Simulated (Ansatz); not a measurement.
The reference is CsSnI3 in the cubic perovskite structure (space group Pm-3m, No. 221).

```yaml
crystal:
  lattice:
    - [6.13052, 0.00000, 0.00000]
    - [0.00000, 6.13052, 0.00000]
    - [0.00000, 0.00000, 6.13052]
  atoms:
    - { symbol: Cs, position: [0.00000, 0.00000, 0.00000] }
    - { symbol: Sn, position: [0.50000, 0.50000, 0.50000] }
    - { symbol: I, position: [0.50000, 0.00000, 0.50000] }
    - { symbol: I, position: [0.00000, 0.50000, 0.50000] }
    - { symbol: I, position: [0.50000, 0.50000, 0.00000] }
```

Cartesian axes are those of the cell as printed.

The values are results of PBEsol (Ansatz, a program for electronic structure; PAW; 420 eV plane waves; no spin-orbit coupling), not measurements.

Strains are applied to the cell and any free atomic positions relax.

One change was made to it. Results:

```csv
quantity,base,after
band gap,0.10 eV,zero
energy relative to the base (free energy F),0 meV/atom,+2.2 meV/atom
"pressure (mean of the normal stresses, compression positive)",0.0 GPa,0.4 GPa
```

**Question.** Name the change that was made.
A) uniaxial strain ε_zz = −1.20 %
B) uniaxial strain ε_zz = −2.40 %
C) uniaxial strain ε_zz = −1.80 %
D) uniaxial strain ε_zz = −3.00 %

**Answer.** C, uniaxial strain ε_zz = −1.80 %. For comparison, the energy relative to the base in the other runs: uniaxial strain ε_zz = −2.40 % gives +4.1 meV/atom; uniaxial strain ε_zz = −3.00 % gives +6.5 meV/atom; uniaxial strain ε_zz = −1.20 % gives +1.0 meV/atom.

Spin-orbit coupling, missing from the scalar runs, can matter with I. No phonon test of stability was made. All final runs are without spin polarisation. Many cubic perovskites are stable only at high temperature; tilts and polar distortions were not tested. Gaps under 0.05 eV, about the width of the smearing, are given as zero. The zero or small gap of CsSnI3 can change with the level of theory.
